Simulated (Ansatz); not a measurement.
End structure of Ag on the 1x1 (111) surface of fcc Pt, one in a 2x2 cell, started at the site 'hollow Pt-Pt-Pt over Pt at depth 4.6 Å':

```yaml
crystal:
  lattice:
    - [5.61443, 0.00000, 0.00000]
    - [-2.80721, 4.86224, 0.00000]
    - [0.00000, 0.00000, 26.00000]
  atoms:
    - { symbol: Pt, position: [0.16667, 0.33333, 0.36788] }
    - { symbol: Pt, position: [0.16667, 0.83333, 0.36788] }
    - { symbol: Pt, position: [0.66667, 0.33333, 0.36788] }
    - { symbol: Pt, position: [0.66667, 0.83333, 0.36788] }
    - { symbol: Pt, position: [0.33333, 0.16667, 0.45641] }
    - { symbol: Pt, position: [0.33333, 0.66667, 0.45641] }
    - { symbol: Pt, position: [0.83333, 0.16667, 0.45641] }
    - { symbol: Pt, position: [0.83333, 0.66667, 0.45641] }
    - { symbol: Pt, position: [0.00008, 0.00004, 0.54384] }
    - { symbol: Pt, position: [0.00000, 0.50000, 0.54435] }
    - { symbol: Pt, position: [0.49996, 0.00004, 0.54384] }
    - { symbol: Pt, position: [0.49996, 0.49992, 0.54384] }
    - { symbol: Pt, position: [0.16368, 0.33632, 0.63273] }
    - { symbol: Pt, position: [0.16368, 0.82735, 0.63273] }
    - { symbol: Pt, position: [0.67265, 0.33632, 0.63273] }
    - { symbol: Pt, position: [0.66667, 0.83333, 0.63271] }
    - { symbol: Ag, position: [0.33333, 0.16667, 0.71658] }
```

Model: 17-atom slab, 6.9 Å thick at the start under the adsorbate (thin: gaps and levels are the slab's own), 6x6x1 mesh, Fermi-Dirac 0.1 eV, dipole correction, 8 atoms held, the rest relaxed; held to the start's symmetry, so lower structures may exist; no spin, no spin-orbit, no U, no dispersion correction. At the end it is bonded to 3 Pt. In PBE it is, or lies within 0.03 eV of, the lowest of the starts that converged.

A negative adsorption energy means that the adsorbate is more stable on the surface than in its reference.

### Question
What is the computed work function of the top face (PBE in Ansatz, an electronic-structure program)?

### Answer
3.80 eV

### Question
Estimate the change of the step from the bottom to the top vacuum level, against the clean slab that PBE returns for this input.

### Answer
-1.86 eV

### Question
What adsorption energy against an atom of fcc Ag does PBE give?

### Answer
0.16 eV

### Question
Give the change of the work function at the level PBE.

### Answer
-1.88 eV
